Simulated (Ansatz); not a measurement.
A periodic model of amorphous Nb18O40:

```xyz
58
Lattice="9.4693 0.0000 0.0000 0.0000 9.4693 0.0000 0.0000 0.0000 9.4693" Properties=species:S:1:pos:R:3 pbc="T T T"
Nb     0.0160     8.7408     0.6829
Nb     9.2427     2.0658     5.4381
Nb     8.9561     2.0953     1.6798
Nb     1.7951     4.2809     0.7484
Nb     8.8685     5.7094     8.3097
Nb     7.9533     5.7443     5.1756
Nb     1.6534     7.6892     5.0797
Nb     3.2085     1.3893     0.7391
Nb     3.9028     4.9227     6.0894
Nb     5.7293     1.4331     1.9353
Nb     8.1988     8.7967     3.3167
Nb     3.4798     7.5798     1.6996
Nb     6.0194     0.1311     5.5858
Nb     5.7051     3.5018     9.3827
Nb     5.7113     6.8793     8.2270
Nb     5.2419     4.8092     3.3549
Nb     2.5107     1.4541     6.5185
Nb     7.7674     5.4225     1.3609
O      7.1501     6.8924     9.4424
O      2.3717     5.9410     1.2906
O      4.2318     0.0354     1.8202
O      8.7026     1.5472     3.5034
O      4.7475     6.6772     2.7179
O      7.5247     1.0697     6.0730
O      7.5617     4.4063     8.9646
O      0.9833     4.5778     8.5346
O      7.3304     7.5482     4.5954
O      7.6767     0.1623     1.5184
O      2.4690     9.0662     6.0919
O      4.5643     1.1820     5.7733
O      3.5584     3.4758     0.3859
O      1.6737     2.3507     1.5887
O      8.6788     7.2758     2.0314
O      6.2991     0.2163     3.6581
O      0.1796     8.9166     4.6185
O      4.3789     7.4423     9.4049
O      2.9781     1.1475     8.3496
O      8.6082     3.7889     5.5996
O      5.7338     5.0929     5.2766
O      4.9663     5.0689     7.9233
O      7.1862     2.7111     1.1988
O      7.4038     6.2212     6.9680
O      2.8062     6.4002     6.2350
O      1.8976     8.9439     1.0574
O      5.2928     2.9224     3.1134
O      5.3584     1.6136     9.3462
O      5.7879     4.8899     1.3275
O      0.6109     1.5408     7.0529
O      3.5291     4.6682     4.1870
O      2.4791     7.7120     3.5063
O      1.5808     2.1118     4.8497
O      9.4219     1.0862     0.1086
O      0.2768     6.2764     5.0832
O      7.3467     5.1110     3.3676
O      5.6217     8.2263     6.8940
O      3.1704     3.3517     6.6800
O      9.3854     4.1178     1.6578
O      0.2111     7.3528     8.7789
```

Computed with PBE, scalar-relativistic without spin-orbit coupling (plane waves to 420 eV, PAW; Ansatz, a program for electronic structure). The usual formal charges leave 10 electrons over, so the level spacing at the Fermi energy parts defect or band states and needn't be the band gap. In the spin-polarised cell the level spacing at the Fermi energy can part levels of unlike spin.

A CHGNet melt-quench gave the starting glass, which DFT then relaxed. O atoms were pushed apart under 1.9 Å during the dynamics, to hinder bonds among them. The hot cell started wider than the set density and was brought back towards it in steps. It is the lowest in DFT energy of 2 quenches. It is a model cell: composition and starting density were chosen by hand, and all elements were melted together. No dispersion term was used. Its density started from a set value of 4.52 and ended at 4.52 g/cm³. The quench (nominally 260 K/ps over its main leg) was far faster than any real one, so the model tends to hold more defects than a real film. Values belong to this one cell and scatter from quench to quench. The volume was held where the preparation left it, at a PBE pressure of -0.5 GPa (tension). Stress components on the final sampling reach 1.8 GPa. On a 2×2×2 Γ-centred mesh force components of up to 0.34 eV/Å stay, since the relaxation ran on the zone centre alone.

Neighbours within Nb-Nb 3.12 Å, Nb-O 2.50 Å, O-O 1.58 Å count as bonded. Two cations that share two anions don't count as bonded, nor two that share one unless they lie closer than Nb-Nb 3.04 Å.

### Question
Give the coordination numbers, mean bond lengths and angles.

### Answer

```yaml
Mean coordination of Nb by anions: 5.50 (1 with 4, 7 with 5, 10 with 6)
Mean coordination of O: 2.48 (22 with 2, 17 with 3, 1 with 4)
Mean Nb-O bond: 2.030 Å (spread 0.134 Å, 99 counted)
Bond angle at Nb: mean 104.5°, spread 27.4°
Bond angle at O: mean 121.5°, spread 25.2°
```

### Question
List the pairs of like atoms that count as bonded by the rules above.

### Answer
There are none by these rules.
